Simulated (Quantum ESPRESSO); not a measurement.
Quick settings and what they miss: BaIn₂Pt (Cmcm, 8 atoms in the cell)

Self-consistent single point.

```
BaIn2Pt
1.0
    2.30419    -6.11003     0.00000
    2.30419     6.11003     0.00000
    0.00000     0.00000     8.21794
Ba In Pt
2 4 2
Direct
  0.04948   0.95052   0.25000
  0.95052   0.04948   0.75000
  0.66770   0.33230   0.55717
  0.33230   0.66770   0.44283
  0.33230   0.66770   0.05717
  0.66770   0.33230   0.94283
  0.22521   0.77479   0.75000
  0.77479   0.22521   0.25000
```

Computed with PBEsol, GBRV 1.5 ultrasoft (PBESOL) pseudopotentials (plane waves; Quantum ESPRESSO).

Base settings: ecutwfc = 40 Ry; ecutrho = 320 Ry; occupations = smearing; smearing = fermi-dirac; degauss = 0.0099958 Ry; K_POINTS = automatic 4 4 2 1 1 1; conv_thr = 1e-10 Ry; mixing_beta = 0.7.

Tight run (finer mesh or higher cutoff; not a proven limit): ecutwfc: 40 Ry → 56 Ry; ecutrho: 320 Ry → 448 Ry; conv_thr: 1e-10 Ry → 7.3e-11 Ry; K_POINTS: automatic 4 4 2 1 1 1 → automatic 6 6 3 1 1 1. It gave Fermi level (on the code's own zero) 10.51 eV; pressure -4.97 GPa; largest force (vector length) 0.147 eV/Å.

Quick runs, as changes from the base:
- A: the base itself
- B: ecutwfc: 40 Ry → 24 Ry; ecutrho: 320 Ry → 192 Ry; degauss: 0.0099958 Ry → 0.019992 Ry; conv_thr: 1e-10 Ry → 7.3e-05 Ry; K_POINTS: automatic 4 4 2 1 1 1 → automatic 1 1 1 1 1 1
- C: ecutwfc: 40 Ry → 20 Ry; ecutrho: 320 Ry → 160 Ry; K_POINTS: automatic 4 4 2 1 1 1 → automatic 4 4 4 1 1 1
- D: ecutwfc: 40 Ry → 20 Ry; ecutrho: 320 Ry → 160 Ry; K_POINTS: automatic 4 4 2 1 1 1 → automatic 2 2 2 1 1 1

Energies are extrapolated to zero smearing width, which holds to low order in the width alone (under cold and Methfessel-Paxton smearing the free energy itself is taken).

Dashes: pressure of B, not trusted under this conv_thr with d or f elements.

The count of work is k-points × plane waves × bands × iterations; it is no time. Core times come from one kind of shared machine and are given to one figure; runs under 30 s give none.

The starting cell comes from a database of computed structures (which also holds hypothetical and non-ambient phases and stackings), without a prior relaxation at this level. Its lattice was rescaled by a random factor within 2.5 % of one. Spin polarisation is off. In the base run, with a pressure of about -5 GPa the cell is away from its equilibrium volume at this level. Without a gap this mesh is coarse (it stands for a supercell whose shortest vector is 16 Å).

```
run  energy less tight (meV/atom)  pressure less tight (GPa)  largest miss in a force vector (eV/Å)  count of work / tight  core time / tight (rough)
---  ----------------------------  -------------------------  -------------------------------------  ---------------------  -------------------------
A                            36.9                      -0.53                                  0.066                   0.15                        0.3
B                          2008.2                          –                                  0.959                 0.0075                       0.06
C                          7167.2                    -188.73                                  0.106                   0.11                        0.1
D                          7179.6                    -188.57                                  0.225                  0.018                       0.06
```

Among the runs at the tight run's level, the energy misses run from 36.9 to 7179.6 meV/atom.

Left out of this page: 2 runs of the series outside the window shown, repeating another row's setting, or not comparable.
